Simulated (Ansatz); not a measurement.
The starting structures come from a database of crystals and need not be the phases stable at ambient conditions.

 Where the default PAW files enter, the runs use the earlier of Ansatz's two default sets.

The decay constant κ of evanescent states in the gap governs leakage through a thin film.

Input:

```yaml
crystal:
  lattice:
    - [5.84018, 0.00000, 0.00000]
    - [0.00000, 6.97661, 0.00000]
    - [2.92009, 0.00000, 2.92009]
  atoms:
    - { symbol: Sr, position: [0.00000, 0.79950, 0.50000] }
    - { symbol: Sr, position: [0.50000, 0.20050, 0.50000] }
    - { symbol: Cl, position: [0.50000, 0.64490, 0.50000] }
    - { symbol: Cl, position: [0.00000, 0.35510, 0.50000] }
    - { symbol: F, position: [0.50000, 0.00000, 0.00000] }
    - { symbol: F, position: [0.00000, 0.00000, 0.00000] }
```

Space group of this cell: P4/nmm. The cell is taken as given; by PBEsol its mean pressure is -1.6 GPa.

Transport runs along the normal of the first two printed cell vectors, the (110) plane of the conventional cell.

The gap is the functional's own, uncorrected, and κ follows it; spin-orbit coupling is left out. Mid-gap values are interpolated between the computed energies.

**Question.** Give the band gap and the smallest decay constant κ at mid-gap that PBEsol in Ansatz (a first-principles code) yields.

**Answer.** Gap 5.77 eV on a 10×6×10 mesh; κ = 0.376 1/Å, at the zone centre.
